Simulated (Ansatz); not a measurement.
## Mo: response to strain

The reference is Mo in the bcc (W type) structure (space group Im-3m, No. 229; relaxed with 0.1 eV smearing).

```
CELL_PARAMETERS angstrom
     -1.57548     1.57548     1.57548
      1.57548    -1.57548     1.57548
      1.57548     1.57548    -1.57548
ATOMIC_POSITIONS crystal
  Mo 0.00000 0.00000 0.00000
```

Cartesian axes are those of the cell as printed.

Strains are applied to the cell and any free atomic positions relax.

Computed with plane-wave PAW DFT at the r2SCAN level (Ansatz, a first-principles code, 500 eV), without spin-orbit coupling.

Notes on the quantities. energy relative to the base: free energy F; pressure: mean of the normal stresses, compression positive.

| change | energy relative to the base | pressure | volume per atom |
|---|---|---|---|
| base | 0 meV/atom | 0.0 GPa | 15.64 Å³ |
| uniaxial strain ε_zz = −3.00 % | +23 meV/atom | 9.0 GPa | 15.17 Å³ |
| uniaxial strain ε_zz = −2.50 % | +16 meV/atom | 7.4 GPa | 15.25 Å³ |
| uniaxial strain ε_zz = −2.00 % | +10 meV/atom | 5.8 GPa | 15.33 Å³ |
| uniaxial strain ε_zz = −1.50 % | +5.6 meV/atom | 4.3 GPa | 15.41 Å³ |
| uniaxial strain ε_zz = −1.00 % | +2.4 meV/atom | 2.8 GPa | 15.49 Å³ |
| uniaxial strain ε_zz = −0.50 % | [?] | [?] | 15.56 Å³ |

### Question
Fill in the withheld entries from the trend.

### Answer

- uniaxial strain ε_zz = −0.50 %, energy relative to the base: +0.6 meV/atom
- uniaxial strain ε_zz = −0.50 %, pressure: 1.4 GPa

No phonon test of stability was made. All final runs are without spin polarisation.
